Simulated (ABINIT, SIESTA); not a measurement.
An ABINIT input for a self-consistent single point of Se (P3_121, 3 atoms in the cell) (DFT, PBE, plane waves, norm-conserving pseudopotentials (PseudoDojo nc-sr-05 PBE standard)):

```
# Se, PseudoDojo nc-sr-05 PBE standard
pp_dirpath "./"
pseudos "Se.upf"
acell 4.4881522032 4.4881522032 4.9603780000 Angstrom
rprim
         1.0000000000   -0.0000000105    0.0000000000
        -0.4999999909    0.8660254090    0.0000000000
         0.0000000000    0.0000000000    1.0000000000
natom 3
ntypat 1
znucl 34
typat 1 1 1
xred
         0.2178900000    0.0000000000    0.3333333333
         0.0000000000    0.2178900000    0.6666666667
         0.7821100000    0.7821100000   -0.0000000000
ecut 43
ixc 11
occopt 3
tsmear 0.02 eV
nband 31
kptopt 1
ngkpt 5 5 4
nshiftk 1
shiftk 0 0 0
nstep 60
tolvrs 1.0e-10
prtwf 0
prtden 0
```

**Question.** Translate this input to SIESTA.

**Answer.** This is the input that was run; spellings and numerical settings could be chosen otherwise.

```
# files in the folder: Se.psml (PseudoDojo PBE standard)
SystemName  Se
SystemLabel se

NumberOfAtoms                3
NumberOfSpecies              1
%block ChemicalSpeciesLabel
  1 34 Se
%endblock ChemicalSpeciesLabel
LatticeConstant              4.488152 Ang
%block LatticeVectors
     1.000000000    0.000000000    0.000000000
    -0.500000000    0.866025482    0.000000000
     0.000000000    0.000000000    1.105216133
%endblock LatticeVectors
AtomicCoordinatesFormat      Ang
%block AtomicCoordinatesAndAtomicSpecies
     0.977923439    0.000000000    1.653457680  1
    -0.488961720    0.846906618    3.306920320  1
     1.755114280    3.039947382    0.000000000  1
%endblock AtomicCoordinatesAndAtomicSpecies

XC.functional                GGA
XC.authors                   PBE
PAO.BasisSize                DZP
PAO.EnergyShift              0.01 Ry
MeshCutoff                   300 Ry
%block kgrid.MonkhorstPack
    5   0   0  0.0
    0   5   0  0.0
    0   0   4  0.0
%endblock kgrid.MonkhorstPack
OccupationFunction           FD
ElectronicTemperature        20.0 meV

MaxSCFIterations             150
SCF.Mixer.Method             Broyden
SCF.Mixer.Weight             0.1
SCF.Mixer.History            6
SCF.DM.Tolerance             1.0E-04
Diag.ParallelOverK           true
WriteForces                  true
```

Basis, cutoffs, solver keys and any potentials are the target program's own. This input uses DFT, GGA PBE, numerical atomic orbitals DZP, PseudoDojo PBE standard norm-conserving potentials (rewritten from UPF to PSML).

The starting cell comes from a database of computed structures (which also holds hypothetical and non-ambient phases and stackings), without a prior relaxation at this level. Its lattice was rescaled by a random factor within 2.5 % of one.
